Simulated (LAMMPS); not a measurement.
System: a symmetric tilt boundary about [1-10] in HgSe (zinc blende), boundary plane (112) of one grain on (-1-12) of the other.

Model: classical force field (static), pair style sw, file CdTeZnSeHgS0.sw; code LAMMPS.

| Quantity | Result |
|---|---|
| boundary energy (lowest found) | 0.467 J/m² |
| excess volume | 0.56 Å |
| Σ | 3 |
| rotation about the axis | 70.53 ° |
| disorientation (full cubic symmetry) | 60.00 ° |
| largest excess energy of an atom | 0.44 eV |
| lattice constant at 0 K | 6.084 Å |
| cost | roughly 50 core-seconds |

Potential: file CdTeZnSeHgS0.sw of the LAMMPS distribution; its header cites Zhou, Ward, Martin, van Swol, Cruz-Campa, and D. Zubia, Phys. Rev. B, 88, 085309 (2013).

Caution: the lowest energy was reached by 1 of 151 starts, so a lower structure may have been missed. Caution: in zinc blende a boundary also has a polarity, which the axes of the two grains fix.
